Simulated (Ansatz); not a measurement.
The starting structures come from a database of crystals and need not be the phases stable at ambient conditions.

Inside the gap of an insulator the Bloch states are evanescent, with a wavenumber k + iκ along the transport direction.

Given:

```xyz
12
Lattice="4.9791 0.0000 0.0000 0.0000 5.0412 0.0000 0.8627 0.0000 5.1232" Properties=species:S:1:pos:R:3 pbc="T T T"
Ta     4.1379     2.7465     3.6675
Ta     1.7040     2.2947     1.4556
Ta     2.1353     0.2259     4.0172
Ta     3.7065     4.8153     1.1059
N      3.6131     1.2907     5.0174
N      2.2287     3.7505     0.1058
N      2.6600     3.8113     2.6674
N      3.1818     1.2299     2.4558
O      4.9675     3.3990     1.7783
O      0.8744     1.6422     3.3448
O      0.4430     0.8784     0.7832
O      5.3988     4.1628     4.3399
```

Space group of this cell: P2_1/c. The cell is taken as given; by r2SCAN its mean pressure is -1.6 GPa.

Transport runs along the normal of the first two printed cell vectors.

No gap correction and no spin-orbit coupling; mid-gap values are interpolated between computed energies.

**Question.** Predict the band gap and the smallest decay constant κ at mid-gap from r2SCAN in Ansatz (a quantum-chemistry and plane-wave program).

**Answer.** Gap 2.33 eV on a 6×6×6 mesh; κ = 0.286 1/Å, at the zone centre.
